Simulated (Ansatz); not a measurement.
## InSb (model structure, within 0.1 Å of Fm-3m, No. 225, 6 atoms in the cell)

Computed with PBEsol (plane waves, PAW; Ansatz, a program for electronic structure).

Numerical settings: plane-wave cutoff 520 eV, 18×18×6 k mesh (along the axes of the cell as run), Fermi–Dirac smearing 0.05 eV, scalar-relativistic PAW data made under PBE.

Cell (relaxed at this level):

```
InSb
1.0
    4.26575     0.00000     0.00000
   -2.13287     3.69425     0.00000
    0.00000     0.00000    10.45702
In Sb
3 3
Direct
  0.66666   0.00000   0.66667
  0.00000   0.66666   0.33333
  0.33334   0.33334   0.00000
  0.66668   0.00000   0.16667
  0.00000   0.66668   0.83333
  0.33332   0.33332   0.50000
```

```
Item            Result
------------  --------
band gap          none
bulk modulus  56.5 GPa
```

Note: the bulk modulus is −V dP/dV from two relaxed cells at ±2 % in volume.

Spin–orbit coupling is not included; it can open a gap where bands touch, and shift volumes and moduli.

It cost roughly 27 core-minutes of CPU time.

A model structure was made by putting elements into a prototype or built by hand; it is no filed structure, need not be a known phase, and can be a saddle point held by its symmetry.
